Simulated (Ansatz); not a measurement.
The cell is built on a prototype and need not be the phase stable at ambient conditions.

By r2SCAN, the system below comes out a metal.

The ballistic (Sharvin) conductance counts the channels at the Fermi level: G/A = (e²/h) × channels of both spins per area.

Here is the system:

```
CELL_PARAMETERS angstrom
      4.97951     0.00000     0.00000
     -2.48976     4.31238     0.00000
      2.48976     1.43746     2.03288
ATOMIC_POSITIONS crystal
  In 0.00000 0.00000 0.00000
  As 0.00000 0.50000 0.50000
```

Space group of this cell: Pm-3m, CsCl type. The cell was relaxed by PBE-D3(BJ); by r2SCAN its mean pressure is 1.3 GPa.

The current flows along the normal of the first two printed cell vectors. No spin-orbit coupling; the value is a mean over 0.1 eV about the Fermi level.

Problem. Predict the ballistic conductance per area from r2SCAN in Ansatz (a quantum-chemistry and plane-wave program).

Solution. 1.2 × 10¹⁵ S/m² for both spins.
